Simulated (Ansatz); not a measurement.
**Convergence study of the k-point mesh for Mg₃Au (P3m1, 8 atoms in the cell)**

```
CELL_PARAMETERS angstrom
      4.64986     0.00000     0.00000
     -2.32493     4.02690     0.00000
      0.00000     0.00000     8.45142
ATOMIC_POSITIONS crystal
  Mg 0.00000 0.00000 0.25592
  Mg 0.00000 0.00000 0.75000
  Mg 0.33333 0.66667 0.92263
  Mg 0.66667 0.33333 0.07737
  Mg 0.66667 0.33333 0.42263
  Mg 0.33333 0.66667 0.57737
  Au 0.33333 0.66667 0.25000
  Au 0.66667 0.33333 0.75000
```

Method: LDA (PW92), default PAW files made with PBE (plane waves; Ansatz, a quantum-chemistry and plane-wave program).

Base settings: basis.ecutwfc = 420 eV; kpoints.mp_grid.grid = 7 7 3; hamiltonian.xc = lda; hamiltonian.pseudopotentials = {kind: paw} (the program's default PAW files); scf.occupations.method = gaussian; scf.occupations.width = 0.1 eV.

Only quantities that move along the ladder and can be compared are tabulated.

The count of work is k-points × plane waves × bands × iterations; it is no time. 

The starting cell comes from a database of computed structures (which also holds hypothetical and non-ambient phases and stackings), without a prior relaxation at this level. Its lattice was rescaled by up to half a per cent. One atom was moved a little off its site on purpose. Ansatz's pressure includes its estimate of the finite-basis (Pulay) stress.

| kpoints.mp_grid.grid | free energy less the last step's (meV/atom) | pressure (GPa) | largest difference of a force vector from the last step's (eV/Å) | count of work / last |
|---|---|---|---|---|
| 2 2 1 | 55.53 | -3.55 | 0.180 | 0.0068 |
| 3 3 1 | -49.68 | -2.39 | 0.359 | 0.0090 |
| 3 3 2 | 6.81 | -2.55 | 0.197 | 0.023 |
| 5 5 3 | -4.11 | -2.01 | 0.037 | 0.041 |
| 7 7 3 | 0.49 | -2.11 | 0.002 | 0.068 |
| 7 7 4 | 1.24 | -2.11 | 0.013 | 0.096 |
| 9 9 4 | -0.26 | -2.13 | 0.027 | 0.15 |
| 11 11 5 | 0.61 | -2.11 | 0.012 | 0.23 |
| 13 13 6 | -0.33 | -2.11 | 0.008 | 0.38 |
| 14 14 7 | -0.15 | -2.11 | 0.001 | 0.49 |
| 18 18 9 | 0.00 | -2.11 | 0.000 | 1.0 |

Coarsest kpoints.mp_grid.grid that holds the free energy within 2 meV/atom of the last step, with all finer ones: 7 7 3, at 0.068 of the last step's count of work; the step before is off by 4.1 meV/atom.

Coarsest kpoints.mp_grid.grid that holds the forces within 0.02 eV/Å of the last step, with all finer ones: 11 11 5, at 0.23 of the last step's count of work; the step before is off by 0.027 eV/Å.

Coarsest kpoints.mp_grid.grid that holds the pressure within 1 GPa of the last step, with all finer ones: 3 3 1, at 0.0090 of the last step's count of work; the step before is off by 1.4 GPa.

Keys are those of Ansatz 0.2.
